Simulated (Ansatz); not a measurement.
Consider Ge in the diamond structure (space group Fd-3m, No. 227; a = 5.7622 Å).

(Cell as relaxed with PBE.)

Levels (all Ansatz, an electronic-structure program, PAW, earlier PAW set): PBE (420 eV, scalar-relativistic without spin-orbit coupling); r2SCAN (500 eV, without spin-orbit coupling).

Each level relaxes its own structure.

```csv
base,PBE,r2SCAN
volume per atom,23.92 Å³,22.82 Å³
lattice parameter a,5.762 Å,5.673 Å
band gap,zero,0.37 eV
```

Perturbation: an isotropic linear strain of −0.27 %, atoms relaxed at fixed cell.

```csv
quantity,PBE,r2SCAN
band gap,zero,___
pressure,0.5 GPa,___
energy relative to the base (free energy F),+0.3 meV/atom,___
```

Q: What does r2SCAN give?

A: 
- band gap, r2SCAN: 0.44 eV
- pressure, r2SCAN: 0.6 GPa
- energy relative to the base (free energy F), r2SCAN: +0.4 meV/atom

They disagree on the band gap. Neither level is exact; r2SCAN is the comparison here, not a measurement.

Whether these cells are dynamically stable was not tested. A zero or small gap of Ge can be the functional's error rather than a property of the material.
